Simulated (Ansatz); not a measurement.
Input and output of a self-consistent single point for BRh (P1, 4 atoms in the cell) (Ansatz, a first-principles code).

Level of theory: LDA (PW92), PAW files made with PBE (plane waves; Ansatz).

The change in words: lattice scaled by 0.98. Reference geometry:
```xyz
4
Lattice="3.3771 0.0000 0.0000 -1.6885 2.9246 0.0000 0.0000 0.0000 4.0957" Properties=species:S:1:pos:R:3 pbc="T T T"
B      0.0073     0.0513    -0.0149
B     -0.0529     0.0139     2.0540
Rh     1.6613     0.9150     3.0650
Rh     0.0728     1.9445     1.0394
```

Reference input (self-consistent single point, DFT, LDA (PW92), plane waves, PAW files made with PBE): kpoints.mp_grid.grid = 8 8 6; hamiltonian.xc = lda; hamiltonian.pseudopotentials = {kind: paw} (an earlier, softer set of the program's PAW files); scf.occupations.method = gaussian; scf.occupations.width = 0.272 eV. This run's input differs from it in these lines:

```diff
@@ -2,5 +2,5 @@
   lattice:
-    - [3.377070, 0.000000, 0.000000]
-    - [-1.688535, 2.924628, 0.000000]
-    - [0.000000, 0.000000, 4.095680]
+    - [3.309529, 0.000000, 0.000000]
+    - [-1.654764, 2.866135, 0.000000]
+    - [0.000000, 0.000000, 4.013766]
   atoms:
```

Log, with long lists cut:

```
SCF iter   1: F=—  HF=-12861.842077 eV  |F-HF|=—  |Δ(HF+E_count)|=         —  Δρ=1.74e-1  dr2=1.54e1  ethr=3.10e-3  ⟨swp⟩=4.6  Hψ=17306  notcnv=0
all-band conjugate gradients solve this SCF's bands
preconditioner: auto → Kerker (q_TF=auto, 2.751 Å⁻¹)
SCF iter   2: F=—  HF=-12859.217784 eV  |F-HF|=—  |Δ(HF+E_count)|=    2.62e0  Δρ=8.03e-2  dr2=3.47e0  ethr=3.10e-3  ⟨swp⟩=2.6  Hψ=10093  notcnv=0
   [... lines left out ...]
SCF iter   5: F=—  HF=-12858.434490 eV  |F-HF|=—  |Δ(HF+E_count)|=   3.69e-4  Δρ=4.19e-4  dr2=7.35e-5  ethr=3.69e-6  ⟨swp⟩=2.1  Hψ=6537  notcnv=0
SCF iter   6: F=—  HF=-12858.434468 eV  |F-HF|=—  |Δ(HF+E_count)|=   2.21e-5  Δρ=9.18e-5  dr2=2.27e-6  ethr=1.84e-7  ⟨swp⟩=2.0  Hψ=6851  notcnv=0
SCF iter   7: F=—  HF=-12858.434468 eV  |F-HF|=—  |Δ(HF+E_count)|=   4.62e-8  Δρ=2.39e-5  dr2=2.10e-7  ethr=2.50e-10  ⟨swp⟩=6.4  Hψ=21822  notcnv=0
SCF iter   8: F=-12858.434468 eV  HF=-12858.434468 eV  |F-HF|=4.74e-9  |Δ(HF+E_count)|=   2.59e-8  Δρ=5.01e-6  dr2=7.75e-9  ethr=2.50e-10  ⟨swp⟩=4.0  Hψ=15574  notcnv=0
SCF 1 converged in 8 iterations: F = -12858.434468 eV  dr2 = 7.75e-9
Free energy (F): -12858.434468 eV
Internal energy: -12858.415704 eV  (E = F + TS)
E sigma→0 (E₀):  -12858.425086 eV
Entropy (-TS):   -0.018764 eV (-4.691 meV/atom)
Fermi energy:    20.647635 eV
--- Forces (eV/Å), atoms counted from 1 ---
  atom   1  B      0.07288725    -0.80532055     0.22429680
  atom   2  B      0.80592824    -0.41260870    -0.05848076
  atom   3  Rh     0.47123235     1.14600168     0.30455541
  atom   4  Rh    -1.35005593     0.07192865    -0.47037384
--- Stress (GPa, compression-positive) ---
       11.278877      -0.757999       0.052750
       -0.757999      11.437269       0.775258
        0.052750       0.775258      10.466767
  P = ⅓ Tr σ = 11.0610 GPa (110.610 kbar)
  The stress holds the Pulay correction. Without it, at fixed plane waves, as pw.x and ABINIT print it: P = 10.8943 GPa
```

The run converged in 8 iterations. Against the reference run the free energy goes up by 3.0 meV/atom, the pressure goes from -8.39 to 11.06 GPa and the largest force goes from 1.119 to 1.431 eV/Å.

The starting cell comes from a database of computed structures (which also holds hypothetical and non-ambient phases and stackings), without a prior relaxation at this level. Its atoms were displaced at random from the sites of space group no. 194. For this run, on top of that: lattice scaled by 0.98. Spin polarisation is off. With a pressure of about 11 GPa the cell is away from its equilibrium volume at this level. Forces in this geometry exceed 1 eV/Å. Ansatz's pressure includes its estimate of the finite-basis (Pulay) stress.

Keys are those of Ansatz 0.2.
